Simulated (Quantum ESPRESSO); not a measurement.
# A series of runs on Cr (Im-3m, 2 atoms in the cell)

```yaml
crystal:
  lattice:
    - [3.00423, 0.00000, 0.00000]
    - [0.00000, 3.00423, 0.00000]
    - [0.00000, 0.00000, 3.00423]
  atoms:
    - { symbol: Cr, position: [0.00000, 0.00000, 0.00000], spin: 3.0 }
    - { symbol: Cr, position: [0.50000, 0.50000, 0.50000], spin: 3.0 }
```
(The spins are starting values, not results.)

Base run A: PBE, PSlibrary PAW (PBE) pseudopotentials in Quantum ESPRESSO, self-consistent single point.

Its settings: ecutwfc = 55 Ry; ecutrho = 495 Ry; occupations = smearing; smearing = marzari-vanderbilt; degauss = 0.0036749 Ry; nspin = 2; potentials = {Cr: Cr.pbe-spn-kjpaw_psl.1.0.0.UPF}; K_POINTS = automatic 14 14 14 1 1 1; conv_thr = 1e-11 Ry; mixing_beta = 0.4.

The starting cell comes from a database of computed structures (which also holds hypothetical and non-ambient phases and stackings), without a prior relaxation at this level. Its lattice was rescaled by a random factor within 2.5 % of one. The starting moments vanished: the run ended non-magnetic, which need not be the lowest state. In the base run, with a pressure of about -30 GPa the cell is away from its equilibrium volume at this level.

A dash stands where there is no value to compare (another energy zero or no entropy term, no result, no spin, no clean gap, or a mesh too coarse for one). 

Runs:
- B: vdw_corr: default → grimme-d2 [PBE-D2]
- C: vdw_corr: default → grimme-d3; dftd3_version: default → 3; dftd3_threebody: default → false [PBE-D3(0)]
- D: vdw_corr: default → grimme-d3; dftd3_version: default → 4; dftd3_threebody: default → false [PBE-D3(BJ)]
- E: vdw_corr: default → grimme-d3; dftd3_version: default → 4; dftd3_threebody: default → true [PBE-D3(BJ) with three-body term]

```
run  pressure (GPa)  dispersion energy (eV/atom)
---  --------------  ---------------------------
A            -29.96                            –
B            -30.94                       -0.378
C            -35.35                       -0.337
D            -35.14                       -0.419
E            -34.23                       -0.380
```

Run E against A: The pressure goes from -29.96 to -34.23 GPa.

Run C against A: The pressure goes from -29.96 to -35.35 GPa.
